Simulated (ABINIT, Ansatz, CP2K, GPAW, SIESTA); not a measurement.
## One structure in several programs: InP (F-43m, 2 atoms in the cell)

Band-structure calculation.

```yaml
crystal:
  lattice:
    - [0.00000, 2.93500, 2.93500]
    - [2.93500, 0.00000, 2.93500]
    - [2.93500, 2.93500, 0.00000]
  atoms:
    - { symbol: In, position: [0.00000, 0.00000, 0.00000] }
    - { symbol: P, position: [0.25000, 0.25000, 0.25000] }
```

Shared settings, as Ansatz (an electronic-structure program) writes them: kpoints.mp_grid.grid = 7 7 7; scf.occupations.method = fermi_dirac; scf.occupations.width = 0.02 eV. Potentials and cutoffs stand in the table.

```
code                                                                                                                      model  gap along the path (eV)  smallest direct gap (eV)       cutoff
------  -----------------------------------------------------------------------------------------------------------------------  -----------------------  ------------------------  -----------
Ansatz                                                                                                   PBE, default PAW files                     0.69                      0.69       420 eV
CP2K                                                    PBE, GPW, DZVP-MOLOPT-SR-GTH basis, GTH-PBE potentials (GTH_POTENTIALS)                     0.65                      0.65  grid 500 Ry
SIESTA  GGA PBE, numerical atomic orbitals DZP, PseudoDojo PBE standard norm-conserving potentials (rewritten from UPF to PSML)                     0.88                      0.88  grid 350 Ry
ABINIT                                                 PBE, norm-conserving pseudopotentials (PseudoDojo nc-sr-05 PBE standard)                     0.69                      0.69        35 Ha
GPAW                                                                               PBE, GPAW PAW datasets PBE (gpaw-data 1.0.1)                     0.69                      0.69       600 eV
```

The spread over the programs that give each value: gap along the path within 0.23 eV; smallest direct gap within 0.23 eV.

CP2K and SIESTA use small atom-centred bases, whose incompleteness enters pressures, forces and empty levels differently from a plane-wave cutoff.

In the gap along the path, SIESTA stands apart from the plane-wave programs.

The starting cell has typed, rounded lattice constants, without a prior relaxation at this level.

Left out of this page: Quantum ESPRESSO, Elk and FLEUR (not drawn, or without a comparable value).

Keys are those of Ansatz 0.2.
